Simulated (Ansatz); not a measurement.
Electronic density of states of amorphous Ge12Sb12Te30Ga3, density 6.22 g/cm³, on a 2×2×2 Γ-centred mesh with a Gaussian width of 0.1 eV; energies count from the Fermi level. Cell and mesh are small, so fine structure isn't converged. Computed with PBE-D3(BJ), scalar-relativistic without spin-orbit coupling, PAW (Ansatz default set, large-core Te) (plane waves to 420 eV; Ansatz, a first-principles code). Sampling: a 2×2×2 Γ-centred mesh; Fermi-Dirac width 0.05 eV; collinear spin, started from a total moment of 1 μB (the moments died out). The levels at the Fermi energy are partly filled. A closed spacing in one fast-quenched cell at PBE doesn't show the material to be a metal.

A CHGNet melt-quench gave the starting glass, which DFT then relaxed. The hot cell started wider than the set density and was brought back towards it in steps. It is the lowest in DFT energy of 3 quenches. It is a model cell: composition and starting density were chosen by hand, and all elements were melted together. The geometry includes D3(BJ) dispersion. Its density started from a set value of 5.79 and ended at 6.22 g/cm³. The simulated quench (nominally 50 K/ps over its main leg) is rapid and tends to freeze in more defects than a deposited or slowly cooled glass has. One small periodic cell is one sample of the glass; other quenches scatter about these values. Volume and shape were free in the relaxation. On a 2×2×2 Γ-centred mesh force components of up to 0.22 eV/Å stay, since the relaxation ran on one k-point at (1/4, 1/4, 1/4).

(E - EF (eV), states/(eV atom)): (-12.00, 0.39); (-11.90, 0.43); (-11.80, 0.43); (-11.70, 0.46); (-11.60, 0.51); (-11.50, 0.57); (-11.40, 0.56); (-11.30, 0.57); (-11.20, 0.57); (-11.10, 0.54); (-11.00, 0.54); (-10.90, 0.47); (-10.80, 0.40); (-10.70, 0.36); (-10.60, 0.33); (-10.50, 0.25); (-10.40, 0.13); (-10.30, 0.02); (-10.20, 0.00); (-10.10, 0.03); (-10.00, 0.18); (-9.90, 0.29); (-9.80, 0.17); (-9.70, 0.08); (-9.60, 0.17); (-9.50, 0.30); (-9.40, 0.32); (-9.30, 0.28); (-9.20, 0.26); (-9.10, 0.27); (-9.00, 0.30); (-8.90, 0.30); (-8.80, 0.27); (-8.70, 0.30); (-8.60, 0.27); (-8.50, 0.21); (-8.40, 0.21); (-8.30, 0.23); (-8.20, 0.25); (-8.10, 0.29); (-8.00, 0.33); (-7.90, 0.30); (-7.80, 0.30); (-7.70, 0.31); (-7.60, 0.32); (-7.50, 0.35); (-7.40, 0.34); (-7.30, 0.29); (-7.20, 0.24); (-7.10, 0.17); (-7.00, 0.18); (-6.90, 0.11); (-6.80, 0.09); (-6.70, 0.07); (-6.60, 0.01); (-6.50, 0.00); (-6.40, 0.05); (-6.30, 0.15); (-6.20, 0.13); (-6.10, 0.10); (-6.00, 0.19); (-5.90, 0.18); (-5.80, 0.13); (-5.70, 0.10); (-5.60, 0.02); (-5.50, 0.00); (-5.40, 0.01); (-5.30, 0.05); (-5.20, 0.13); (-5.10, 0.21); (-5.00, 0.38); (-4.90, 0.52); (-4.80, 0.55); (-4.70, 0.55); (-4.60, 0.55); (-4.50, 0.58); (-4.40, 0.62); (-4.30, 0.64); (-4.20, 0.59); (-4.10, 0.56); (-4.00, 0.58); (-3.90, 0.64); (-3.80, 0.66); (-3.70, 0.63); (-3.60, 0.62); (-3.50, 0.70); (-3.40, 0.69); (-3.30, 0.60); (-3.20, 0.61); (-3.10, 0.67); (-3.00, 0.72); (-2.90, 0.74); (-2.80, 0.71); (-2.70, 0.71); (-2.60, 0.76); (-2.50, 0.70); (-2.40, 0.71); (-2.30, 0.76); (-2.20, 0.78); (-2.10, 0.73); (-2.00, 0.72); (-1.90, 0.78); (-1.80, 0.70); (-1.70, 0.65); (-1.60, 0.70); (-1.50, 0.74); (-1.40, 0.80); (-1.30, 0.77); (-1.20, 0.66); (-1.10, 0.68); (-1.00, 0.72); (-0.90, 0.71); (-0.80, 0.67); (-0.70, 0.58); (-0.60, 0.53); (-0.50, 0.44); (-0.40, 0.46); (-0.30, 0.48); (-0.20, 0.39); (-0.10, 0.22); (0.00, 0.17); (0.10, 0.19); (0.20, 0.29); (0.30, 0.40); (0.40, 0.43); (0.50, 0.40); (0.60, 0.45); (0.70, 0.53); (0.80, 0.51); (0.90, 0.45); (1.00, 0.52); (1.10, 0.55); (1.20, 0.53); (1.30, 0.51); (1.40, 0.56); (1.50, 0.63); (1.60, 0.64); (1.70, 0.58); (1.80, 0.61); (1.90, 0.68); (2.00, 0.72); (2.10, 0.68); (2.20, 0.70); (2.30, 0.75); (2.40, 0.74); (2.50, 0.72); (2.60, 0.73)
